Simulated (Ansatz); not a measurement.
**MoS2: response to strain**

The reference is MoS₂ in the 3R-MoS2 type structure (space group R3m, No. 160; layered, stacked along the Cartesian z axis).

```
CELL_PARAMETERS angstrom
      1.57661     0.91026     5.99789
     -1.57661     0.91026     5.99789
      0.00000    -1.82051     5.99789
ATOMIC_POSITIONS crystal
  Mo 0.00002 0.00002 0.00002
  S  0.75353 0.75353 0.75353
  S  0.57975 0.57975 0.57975
```

Cartesian axes are those of the cell as printed.

Strains are applied to the cell and any free atomic positions relax; under biaxial strain the out-of-plane vector relaxes too.

Calculations: plane-wave PAW DFT at the PBE-D3(BJ) level (Ansatz, a first-principles code, 420 eV), without spin-orbit coupling, earlier PAW set.

Notes on the quantities. energy relative to the base: free energy F.

```json
[
 {"biaxial strain, plane normal [001], relaxed out of plane (%)": "-2.91", "energy relative to the base (meV/atom)": "27.2"},
 {"biaxial strain, plane normal [001], relaxed out of plane (%)": "-2.36", "energy relative to the base (meV/atom)": "17.7"},
 {"biaxial strain, plane normal [001], relaxed out of plane (%)": "-1.04", "energy relative to the base (meV/atom)": "?"},
 {"biaxial strain, plane normal [001], relaxed out of plane (%)": "-0.99", "energy relative to the base (meV/atom)": "3.0"},
 {"biaxial strain, plane normal [001], relaxed out of plane (%)": "-0.85", "energy relative to the base (meV/atom)": "2.2"},
 {"biaxial strain, plane normal [001], relaxed out of plane (%)": "-0.54", "energy relative to the base (meV/atom)": "0.9"},
 {"biaxial strain, plane normal [001], relaxed out of plane (%)": "0", "energy relative to the base (meV/atom)": "0.0"}
]
```

### Question
Fit ΔE = Aε² + Bε³ (ε in %) to the rows shown and predict the withheld row.

### Answer
Least squares on the printed values gives A = 3.01 and B = -0.069 meV/atom (largest residual 0.0 meV/atom); this predicts 3.3 meV/atom, and the run gives 3.3 meV/atom, in agreement.

Whether these cells are dynamically stable was not tested.
